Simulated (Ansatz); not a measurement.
A self-consistent single point of TiCo (P4mm, 2 atoms in the cell) with Ansatz (a program for electronic structure).

Level of theory: LDA (PW92), default PAW files made with PBE (plane waves; Ansatz).

The change in words: lattice scaled by 0.98; kpoints.mp_grid.grid: 11 11 11 → 12 12 12. Reference geometry:
```yaml
crystal:
  lattice:
    - [2.98103, 0.00000, 0.00000]
    - [0.00000, 2.98103, 0.00000]
    - [0.00000, 0.00000, 2.98103]
  atoms:
    - { symbol: Ti, position: [0.00000, 0.00000, 0.01677] }
    - { symbol: Co, position: [0.50000, 0.50000, 0.50000] }
```

Reference input (self-consistent single point, DFT, LDA (PW92), plane waves, default PAW files made with PBE): basis.ecutwfc = 420 eV; kpoints.mp_grid.grid = 11 11 11; hamiltonian.xc = lda; hamiltonian.pseudopotentials = {kind: paw} (the program's default PAW files); scf.occupations.method = fermi_dirac; scf.occupations.width = 0.1 eV. This run's input differs from it in these lines:

Ansatz 0.2 input:
```diff
@@ -3,5 +3,5 @@
   lattice:
-    - [2.981030, 0.000000, 0.000000]
-    - [0.000000, 2.981030, 0.000000]
-    - [0.000000, 0.000000, 2.981030]
+    - [2.921409, 0.000000, 0.000000]
+    - [0.000000, 2.921409, 0.000000]
+    - [0.000000, 0.000000, 2.921409]
   atoms:
@@ -12,3 +12,3 @@
 kpoints:
-  mp_grid: { grid: [11, 11, 11] }
+  mp_grid: { grid: [12, 12, 12] }
 hamiltonian:
```

The program printed (abridged):

```
SCF iter   1: F=—  HF=-7514.000561 eV  |F-HF|=—  |Δ(HF+E_count)|=         —  Δρ=1.83e-2  dr2=4.09e-2  ethr=1.77e-3  ⟨swp⟩=3.7  Hψ=14148  notcnv=0
all-band conjugate gradients solve this SCF's bands
preconditioner: auto → none
SCF iter   2: F=—  HF=-7513.996482 eV  |F-HF|=—  |Δ(HF+E_count)|=   4.08e-3  Δρ=5.00e-3  dr2=1.91e-3  ethr=1.41e-4  ⟨swp⟩=2.0  Hψ=5815  notcnv=0
SCF iter   3: F=—  HF=-7513.996308 eV  |F-HF|=—  |Δ(HF+E_count)|=   1.73e-4  Δρ=1.13e-3  dr2=9.08e-5  ethr=6.59e-6  ⟨swp⟩=2.0  Hψ=6577  notcnv=0
SCF iter   4: F=—  HF=-7513.996301 eV  |F-HF|=—  |Δ(HF+E_count)|=   7.50e-6  Δρ=7.61e-5  dr2=1.07e-6  ethr=3.13e-7  ⟨swp⟩=1.0  Hψ=3724  notcnv=0
SCF iter   5: F=—  HF=-7513.996301 eV  |F-HF|=—  |Δ(HF+E_count)|=   1.04e-7  Δρ=4.13e-5  dr2=2.51e-7  ethr=3.70e-9  ⟨swp⟩=2.1  Hψ=6054  notcnv=0
SCF iter   6: F=-7513.996301 eV  HF=-7513.996301 eV  |F-HF|=1.21e-8  |Δ(HF+E_count)|=   2.91e-8  Δρ=6.68e-6  dr2=1.42e-8  ethr=3.45e-10  ⟨swp⟩=4.2  Hψ=12760  notcnv=0
SCF 1 converged in 6 iterations: F = -7513.996301 eV  dr2 = 1.42e-8
Free energy (F): -7513.996301 eV
Internal energy: -7513.910086 eV  (E = F + TS)
E sigma→0 (E₀):  -7513.953193 eV
Entropy (-TS):   -0.086215 eV (-43.107 meV/atom)
Fermi energy:    17.581400 eV
--- Forces (eV/Å), atoms counted from 1 ---
  atom   1  Ti     0.00000000     0.00000000    -0.22539715
  atom   2  Co    -0.00000000     0.00000000     0.22542965
--- Stress (GPa, compression-positive) ---
       -3.766949       0.000000       0.000000
        0.000000      -3.766949       0.000000
        0.000000       0.000000      -3.877346
  P = ⅓ Tr σ = -3.8037 GPa (-38.037 kbar)
  The stress holds the Pulay correction. Without it, at fixed plane waves, as pw.x and ABINIT print it: P = -3.9609 GPa
```

The run converged in 6 iterations. Against the reference run the free energy falls by 44.5 meV/atom, the pressure goes from -14.09 to -3.80 GPa and the largest force goes from 0.166 to 0.225 eV/Å.

The starting cell has typed, rounded lattice constants, without a prior relaxation at this level. Its lattice was rescaled by up to half a per cent. One atom was moved a little off its site on purpose. For this run, on top of that: lattice scaled by 0.98. Spin polarisation is off. With a pressure of about -4 GPa the cell is away from its equilibrium volume at this level. Ansatz's pressure includes its estimate of the finite-basis (Pulay) stress.
